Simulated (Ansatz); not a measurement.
Start from NaI in the zinc blende structure (space group F-43m, No. 216; a = 7.088 Å; a hypothetical phase, not in the database extracts checked). Axes: x, y, z lie along the cube axes.

All numbers come from r2SCAN (Ansatz, a program for electronic structure, PAW, no spin-orbit coupling).

Before the change:

| Quantity | Value |
|---|---|
| Valley order | Γ 4.42 eV; X along ⟨100⟩ 5.58 eV |

Now apply this change: uniaxial strain ε_yy = −1.58 %, all other strain components held at zero; the atoms relax in the strained cell.

**Question.** Predict the new hole mass and valley order.

**Answer.** The hole mass is 0.70 mₑ along y, 2.6 mₑ across (at Γ); the valley order (the lowest conduction-band minima on the path, energy above the VBM, named in the base's zone) becomes Γ 4.43 eV; X along [010] 5.56 eV; X along [001] 5.56 eV (base: Γ 4.42 eV; X along ⟨100⟩ 5.58 eV).

Spin-orbit coupling, missing from the scalar runs, can matter with I. The levels and masses belong to the bands next to the band gap. Masses are band curvatures over ±0.01 Å⁻¹ around the edge. Whether these cells are dynamically stable was not tested.
